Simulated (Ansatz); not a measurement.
NaLaO₂ (space group R-3m, No. 166; a model cell, its experimental status unchecked)

NaLaO$_{2}$ has the trigonal space group R-3m, hexagonal axes (No. 166), Pearson symbol hR4. Conventional cell: a = b = 3.6459 Å, c = 16.5807 Å, α = β = 90.00°, γ = 120.00°. La on 3a has 6 O at 2.423 Å (octahedral). Na on 3b is coordinated by 6 O at 2.622 Å (octahedral). O on 6c has 3 La at 2.423 Å and 3 Na at 2.622 Å (octahedral). (Neighbours: up to the widest gap in distance over summed covalent radii, below 1.35, at either atom; cation-cation and far metal-metal contacts left out.)
(The calculation used a cell of 4 atoms; values per cell refer to that cell.)

Method: Ansatz (a quantum-chemistry and plane-wave program), PBEsol, PAW, cutoff 420 eV, no SOC. Settings: 11×11×11 k-points, 0.05 eV Fermi–Dirac smearing.

The volume per atom is 15.91 Å³, the density is 5.06 g/cm³ and the band gap is 3.92 eV, indirect, L → Γ. The electron mass is 0.50 mₑ along c, 0.43 mₑ across and the total energy comes out as -2191.088 eV/atom (σ→0; compares only within this code and set-up).

Effective masses come from finite differences of ±0.01 Å⁻¹. Stability against distortions was not tested.
